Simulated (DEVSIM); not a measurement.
System: abrupt GaAs p-n junction, at 300 K.

```
layer (left to right)  material  thickness (μm)  Nd (cm⁻³)  Na (cm⁻³)  τn (s)  τp (s)
---------------------  --------  --------------  ---------  ---------  ------  ------
1                          GaAs            2.00          -     2.4e17  1.1e-8  1.1e-8
2                          GaAs            3.10     2.9e16          -  1.1e-8  1.1e-8
```

Left contact: ohmic. Right contact: ohmic. Voltage is applied to the left contact. Recombination: SRH at mid-gap. Mobility is constant in doping.

Constants are typed, rounded textbook-type inputs, not results; the design itself was drawn at random and stands for no fabricated device. Values at 300 K.

```csv
parameter,GaAs
gap (eV),1.424
affinity (eV),4.07
permittivity,12.9
Nc (cm⁻³),4.7e17
Nv (cm⁻³),9e18
μn (cm²/Vs),8500
μp (cm²/Vs),400
```

Model (solved in DEVSIM): 1D drift-diffusion, Boltzmann statistics, complete ionisation; no tunnelling, impact ionisation, image-force lowering or self-heating.

The doping Na of layer 1 was swept, all else fixed.

```csv
doping Na of layer 1 (cm^-3),largest field in the device at zero bias (V/cm),dark forward voltage at 100 A/cm² (V),potential step across the device at zero bias (V),dark forward voltage at 1 A/cm² (V)
7.2e15,42000,1.067,1.168,0.944
2.4e16,65000,1.097,1.199,0.976
7.2e16,83000,1.124,1.227,1.003
2.4e17,94000,___,1.258,___
7.2e17,100000,1.170,1.287,1.047
2.4e18,120000,1.184,1.318,1.058
```

Question: Some entries are withheld; supply them.

Answer: 
- 2.4e17, dark forward voltage at 100 A/cm² (V): 1.150
- 2.4e17, dark forward voltage at 1 A/cm² (V): 1.029
